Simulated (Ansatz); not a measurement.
# Pressure series in LiCl

Start from LiCl in the rock salt structure (space group Fm-3m, No. 225).

```
LiCl
1.0
    0.00000     2.57519     2.57519
    2.57519     0.00000     2.57519
    2.57519     2.57519     0.00000
Li Cl
1 1
Direct
  0.00000   0.00000   0.00000
  0.50000   0.50000   0.50000
```

Cell and atoms are relaxed at each pressure.

The values are results of Ansatz (a program for electronic structure), PBE, PAW, cutoff 420 eV, without spin-orbit coupling, not measurements.

Candidates:
(a) pressure 5 GPa
(b) pressure 10 GPa
(c) pressure 0.7 GPa

For the base:

Band gap: 6.26 eV

Problem. Order them by band gap, highest first.

Solution. (b) pressure 10 GPa (6.90 eV), (a) pressure 5 GPa (6.84 eV), (c) pressure 0.7 GPa (6.38 eV)

Load acts through the strain it causes; cell and atoms are relaxed under it. Stability against distortions was not tested. Competing high-pressure phases were not computed.
